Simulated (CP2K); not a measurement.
A self-consistent single point of K₅As₂Au (P6_3/mmc, 16 atoms in the cell) with CP2K.

Level of theory: PBEsol, GPW, DZVP-MOLOPT-SR-GTH basis, GTH-PBE potentials (GTH_POTENTIALS) (CP2K).

```
CELL_PARAMETERS angstrom
      5.72640     0.00000     0.00000
     -2.86320     4.95921     0.00000
      0.00000     0.00000    19.28522
ATOMIC_POSITIONS crystal
  K  0.33333 0.66667 0.54943
  K  0.66667 0.33333 0.45057
  K  0.66667 0.33333 0.04943
  K  0.33333 0.66667 0.95057
  K  0.00000 0.00000 0.14730
  K  0.00000 0.00000 0.85270
  K  0.00000 0.00000 0.64730
  K  0.00000 0.00000 0.35270
  K  0.33333 0.66667 0.75000
  K  0.66667 0.33333 0.25000
  As 0.33333 0.66667 0.12089
  As 0.66667 0.33333 0.87911
  As 0.66667 0.33333 0.62089
  As 0.33333 0.66667 0.37911
  Au 0.66667 0.33333 0.75000
  Au 0.33333 0.66667 0.25000
```

Reference input (self-consistent single point, DFT PBEsol, GPW, DZVP-MOLOPT-SR-GTH basis, GTH-PBE potentials (GTH_POTENTIALS)): CUTOFF = 500 Ry; REL_CUTOFF = 50 Ry; SMEAR/METHOD = GAUSSIAN; SIGMA = 0.01 eV; KPOINTS/SCHEME = MONKHORST-PACK 5 5 2; GAMMA_CENTERED = T; XC_FUNCTIONAL = PBE:PBESOL; K/BASIS_SET = DZVP-MOLOPT-SR-GTH; K/POTENTIAL = GTH-PBE-q9; As/BASIS_SET = DZVP-MOLOPT-SR-GTH; As/POTENTIAL = GTH-PBE-q5; Au/BASIS_SET = DZVP-MOLOPT-SR-GTH. This run's input differs from it in these lines:

```diff
@@ -40,4 +40,3 @@
     &KPOINTS
-      SCHEME MONKHORST-PACK 5 5 2
-      GAMMA_CENTERED T
+      SCHEME MONKHORST-PACK 3 3 1
     &END KPOINTS
```

Output (repeated stretches shortened):

```
 SCF WAVEFUNCTION OPTIMIZATION

  Step     Update method      Time    Convergence         Total energy    Change
     1 NoMix/Diag. 0.40E+00      -     2.04652367      -374.3574285306 -3.74E+02
     2 Broy./Diag. 0.40E+00      -     0.11514801      -375.5988620309 -1.24E+00
     3 Broy./Diag. 0.40E+00      -     0.11618134      -374.0550382258  1.54E+00
     4 Broy./Diag. 0.40E+00      -     0.06274897      -373.5687018793  4.86E-01
     5 Broy./Diag. 0.40E+00      -     0.01349811      -373.6972309420 -1.29E-01
     6 Broy./Diag. 0.40E+00      -     0.00511678      -373.7654390704 -6.82E-02
   [... lines left out ...]
    11 Broy./Diag. 0.40E+00      -     0.00014985      -373.7092218030 -5.41E-04
    12 Broy./Diag. 0.40E+00      -     0.00007160      -373.7092694119 -4.76E-05
    13 Broy./Diag. 0.40E+00      -     0.00004192      -373.7091813086  8.81E-05
    14 Broy./Diag. 0.40E+00      -     0.00000785      -373.7088844327  2.97E-04
    15 Broy./Diag. 0.40E+00      -     0.00000637      -373.7088819293  2.50E-06
    16 Broy./Diag. 0.40E+00      -     0.00000201      -373.7088965683 -1.46E-05
    17 Broy./Diag. 0.40E+00      -     0.00000138      -373.7089064504 -9.88E-06
    18 Broy./Diag. 0.40E+00      -     0.00000059      -373.7089122190 -5.77E-06
  *** SCF run converged in    18 steps ***

  Overlap energy of the core charge distribution:               0.00000010247413
  Self energy of the core charge distribution:               -741.19762906401866
  Core Hamiltonian energy:                                    183.31021431211073
  Hartree energy:                                             243.61971890975408
  Exchange-correlation energy:                                -59.44121647932158
  Smearing free energy correction:                             -0.00000000000000
  Fermi energy:                                                 0.13293660893333

  Total energy:                                              -373.70891221900132
  Total energy (extrapolated to sigma->0):                   -373.70891221900132

                     Mulliken Population Analysis

   [... lines left out ...]

 STRESS| Analytical stress tensor [bar]
 STRESS|                        x                   y                   z
 STRESS|      x       -1.78432216618E+03   1.63851491329E-01   1.95793605087E-08
 STRESS|      y        1.63851491329E-01  -1.78402571963E+03  -1.21471940286E-02
 STRESS|      z        1.95793605087E-08  -1.21471940286E-02   7.19744093209E+03
 STRESS| 1/3 Trace                                             1.20969768210E+03
```

The run converged in 18 iterations. Against the reference run the free energy rises by 5.6 meV/atom, the pressure moves little (0.14 to 0.12 GPa), the largest force goes from 0.343 to 0.364 eV/Å and the gap on the mesh moves little (0.424 to 0.415 eV).

The starting cell comes from a database of computed structures (which also holds hypothetical and non-ambient phases and stackings), without a prior relaxation at this level. Spin-orbit coupling is off. Values carry the incompleteness of an atom-centred basis. The potentials were made for another functional than the one used.

Cost on one core of a shared machine: roughly 4 min.
